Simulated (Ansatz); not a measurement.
# Zr, response to strain

Base system: Zr in the hcp (Mg type) structure (space group P6_3/mmc, No. 194; a = 3.2304 Å, c = 5.1788 Å; relaxed with 0.1 eV smearing).

Strains are applied to the cell and any free atomic positions relax.

Calculations: DFT with PBE, PAW potentials and a 420 eV plane-wave cutoff in Ansatz (an electronic-structure program), scalar-relativistic without spin-orbit coupling.

Candidates:
(a) isotropic strain +2.50 %
(b) isotropic strain +2.00 %
(c) isotropic strain −1.00 %

Notes on the quantities. energy relative to the base: free energy F.

Question: Order them by energy relative to the base, highest first.

Answer: (a) isotropic strain +2.50 % (+36 meV/atom), (b) isotropic strain +2.00 % (+23 meV/atom), (c) isotropic strain −1.00 % (+6.3 meV/atom)

Stability against distortions was not tested. All final runs are without spin polarisation.
